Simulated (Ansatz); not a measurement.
## Hypothetical I-42m BaAg2SnSe4 under a change: Ag → B

Take BaAg₂SnSe₄ (space group I-42m, No. 121; a = 7.198 Å, c = 8.380 Å; a hypothetical phase, not in the database extracts checked) as the base.

One thing is altered: full substitution Ag → B; the structure is relaxed again.

All numbers come from Ansatz (a first-principles code) PBEsol, no SOC. Γ-centred 10×10×10 mesh, Fermi–Dirac width 0.05 eV, for the changed cell.

The volume per atom shrinks by 4.30 Å³ to 22.84 Å³ and the density shrinks by 0.63 g/cm³ (6.02 g/cm³ → 5.39 g/cm³). The lattice parameter a drops by 0.670 Å, from 7.198 Å to 6.528 Å and the c/a ratio goes up by 0.149 to 1.313. The space group stays I-42m (No. 121) and the shortest interatomic distance decreases by 0.228 Å to 2.315 Å. The band gap is still zero.

Final structure:

```
CELL_PARAMETERS angstrom
     -3.26410     3.26410     4.28708
      3.26410    -3.26410     4.28708
      3.26410     3.26410    -4.28708
ATOMIC_POSITIONS crystal
  B  0.25000 0.75000 0.50000
  B  0.75000 0.25000 0.50000
  Ba 0.00000 0.00000 0.00000
  Se 0.49374 0.97186 0.00000
  Se 0.02814 0.02814 0.52188
  Se 0.50626 0.50626 0.47812
  Se 0.97186 0.49374 0.00000
  Sn 0.50000 0.50000 0.00000
```

No phonon test of stability was made. As relaxed here, BaSnB2Se4 is a hypothetical phase, not in the database extracts checked. All final runs are without spin polarisation. The zero or small gap of BaAg2SnSe4 can change with the level of theory.
